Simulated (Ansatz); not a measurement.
The starting structures come from a database of crystals and need not be the phases stable at ambient conditions.

Given:

```xyz
16
Lattice="7.0452 0.0000 0.0000 0.0000 7.0452 0.0000 3.5226 -3.5226 4.9817" Properties=species:S:1:pos:R:3 pbc="T T T"
Ca     5.1295     3.5226     1.1362
Ca     3.5226     1.6069     3.6271
Ca     1.9157     3.5226     1.1362
Ca     3.5226    -1.6069     3.6271
Ca     7.0452     1.6069     3.8455
Ca     5.1295     0.0000     1.3546
Ca     7.0452    -1.6069     3.8455
Ca     1.9157     0.0000     1.3546
H      7.0452     1.7613     1.2454
H      5.2839     3.5226     3.7363
H      7.0452     5.2839     1.2454
H      8.8065     3.5226     3.7363
N      3.5226     5.2839     1.2454
N      8.8065     0.0000     3.7363
N      3.5226     1.7613     1.2454
N      5.2839     0.0000     3.7363
```

The cell was relaxed by PBE-D3(BJ); by r2SCAN it stands under a pressure of 1.6 GPa.

Transport runs along the normal of the first two printed cell vectors, the (001) plane of the conventional cell.

The gap is the functional's own. No spin-orbit coupling. Mid-gap values are those at the computed energy nearest the middle.

Question: Compute, with r2SCAN (Ansatz, a quantum-chemistry and plane-wave program), the band gap and the smallest decay constant κ at mid-gap.

Answer: Gap 1.90 eV on a 6×6×6 mesh; κ = 0.320 1/Å, at (0.500, 0.000) of the in-plane reciprocal vectors. At the zone centre the slowest state has κ = 0.41 1/Å.
